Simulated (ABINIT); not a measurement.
ABINIT run on TiP (P6_3/mmc, 4 atoms in the cell): self-consistent single point.

Level of theory: PBEsol, PAW (JTH v2.0 PBE PAW, files made for PBE) (plane waves; ABINIT).

The change in words: lattice scaled by 0.98. Reference geometry:
```yaml
crystal:
  lattice:
    - [4.23391, 0.00000, 0.00000]
    - [-2.11695, 3.66667, 0.00000]
    - [0.00000, 0.00000, 4.87092]
  atoms:
    - { symbol: Ti, position: [0.66667, 0.33333, 0.75000] }
    - { symbol: Ti, position: [0.33333, 0.66667, 0.25000] }
    - { symbol: P, position: [0.33333, 0.66667, 0.75000] }
    - { symbol: P, position: [0.66667, 0.33333, 0.25000] }
```

Reference input (self-consistent single point, DFT, PBEsol, plane waves, PAW (JTH v2.0 PBE PAW, files made for PBE)): pseudos = [Ti.GGA_PBE-JTH.xml, P.GGA_PBE-JTH.xml]; ecut = 816 eV; pawecutdg = 1633 eV; pawxcdev = 0; ixc = -116133; occopt = 3; tsmear = 0.1 eV; ngkpt = 9 9 7; nshiftk = 1; shiftk = 0 0 0; potentials = JTH v2.0 PBE PAW; nband = 23. This run's input differs from it in these lines:

```diff
@@ -5,5 +5,5 @@
 rprim
-         8.0009307538   -0.0000000969    0.0000000000
-        -4.0004652930    6.9290093352    0.0000000000
-         0.0000000000    0.0000000000    9.2047047750
+         7.8409128514   -0.0000001726    0.0000000000
+        -3.9204562762    6.7904298045    0.0000000000
+         0.0000000000    0.0000000000    9.0206114354
 natom 4
@@ -13,6 +13,6 @@
 xcart
-         2.1169551253    1.2222245773    3.6531900000
-         0.0000000296    2.4444492058    1.2177300000
-         0.0000000296    2.4444492058    3.6531900000
-         2.1169551253    1.2222245773    1.2177300000
+         2.0746162232    1.1977801740    3.5801265000
+         0.0000000527    2.3955604394    1.1933755000
+         0.0000000527    2.3955604394    3.5801265000
+         2.0746162232    1.1977801740    1.1933755000
       Angstrom
```

The program printed (abridged):

```
--- !BeginCycle
solver: {iscf: 17, nstep: 80, nline: 4, wfoptalg: 10, }
tolerances: {tolvrs: 1.00E-10, }
...

     iter   Etot(hartree)      deltaE(h)  residm     nres2
 ETOT  1  -129.21079762401    -1.292E+02 3.847E+00 2.352E+01
 ETOT  2  -130.64622187279    -1.435E+00 1.028E-01 6.326E+00
 ETOT  3  -130.66188197890    -1.566E-02 7.727E-02 1.909E+01
 ETOT  4  -130.64016704080     2.171E-02 3.952E-02 2.369E+00
 ETOT  5  -130.63822647683     1.941E-03 3.458E-02 1.454E-01
   [... 5 lines left out ...]
 ETOT 11  -130.63812378447     1.134E-09 8.507E-04 8.042E-08
 ETOT 12  -130.63812378445     1.296E-11 3.777E-04 5.888E-09
 ETOT 13  -130.63812378445    -9.379E-13 4.718E-04 3.035E-10
 ETOT 14  -130.63812378446    -5.258E-12 1.829E-04 4.765E-12
 At SCF step   14       nres2   =  4.77E-12 < tolvrs=  1.00E-10 =>converged.

 Cartesian components of stress tensor (hartree/bohr^3)
  sigma(1 1)= -1.23771944E-04  sigma(3 2)=  0.00000000E+00
  sigma(2 2)= -1.23771944E-04  sigma(3 1)=  0.00000000E+00
  sigma(3 3)= -1.31821249E-04  sigma(2 1)= -2.66040846E-14

 ----iterations are completed or convergence reached----

 reduced coordinates (array xred) for    4 atoms
       0.666666668846      0.333333335513      0.750000002183
       0.333333335512      0.666666668846      0.250000002183
       0.333333335512      0.666666668846      0.750000002183
       0.666666668846      0.333333335513      0.250000002183
 cartesian forces (eV/Angstrom) at end:
    1      0.00000000000000     0.00000000000000    -0.00000000000000
   [... lines left out ...]
 Fermi (or HOMO) energy (hartree) =   0.27830   Average Vxc (hartree)=  -0.38440
 Fermi (or HOMO) energy (eV) =   7.57281   Average Vxc (eV)= -10.46002
   [... lines left out ...]
'-kT*entropy'       : -3.94633478017448E-03
total_energy        : -1.30638124066396E+02
total_energy_eV     : -3.55484414072101E+03
...

-Cartesian components of stress tensor (GPa)         [Pressure=  3.7204E+00 GPa]
- sigma(1 1)= -3.64149571E+00  sigma(3 2)=  0.00000000E+00
- sigma(2 2)= -3.64149571E+00  sigma(3 1)=  0.00000000E+00
- sigma(3 3)= -3.87831440E+00  sigma(2 1)= -7.82719060E-10

 Calculation completed.
```

The run converged in 14 iterations. Against the reference run the free energy rises by 1.3 meV/atom and the pressure goes from -3.15 to 3.72 GPa.

The starting cell comes from a database of computed structures (which also holds hypothetical and non-ambient phases and stackings), without a prior relaxation at this level. For this run, on top of that: lattice scaled by 0.98. Spin polarisation is off, so a magnetic state, if there is one, cannot be reached. The potentials were made for another functional than the one used. With a pressure of about 4 GPa the cell is away from its equilibrium volume at this level.

Cost on one core of a shared machine: roughly 4 min.
